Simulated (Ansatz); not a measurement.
Functionals compared on NH3 on the 1x1 (10-10) surface of wurtzite ZnO (cut with top plane O + Zn), one in a 2x1 cell, started at the site 'bridge Zn-Zn (span 3.3 Å)', in Ansatz (plane waves, PAW). The structure was relaxed with PBE; the other rows are single points on it, each with its references at the same level. Cutoff 420 eV (500 eV for r2SCAN). HSE06 used the coarser mesh 3x3x1.

Host crystal: wurtzite ZnO, with a band gap (PBE, scalar-relativistic without spin-orbit coupling).

Set-up: 36 atoms, 9.4 Å thick at the start under the adsorbate (thin: gaps and levels are the slab's own); mesh 3x4x1; 0.01 eV smearing; dipole correction on; 16 atoms held, the rest relaxed; no symmetry held; no spin, no spin-orbit, no U, no dispersion correction. At the end it is bonded to Zn. In PBE it is, or lies within 0.03 eV of, the lowest of the starts that converged. These notes are the PBE run's. Adsorption energies are against NH3(g). A negative adsorption energy means that the adsorbate is more stable on the surface than in its reference.

```csv
functional,adsorption energy (eV),rough cost of the single point
PBE,-1.03,–
RPBE,?,around 2.7 core-minutes (rough)
r2SCAN,-1.17,roughly 6 core-minutes
HSE06,-1.05,about 80 core-minutes (a rough figure)
```

Problem. Complete the blanks.

Solution. 
- RPBE, adsorption energy (eV): -0.79

Ansatz is an electronic-structure program.
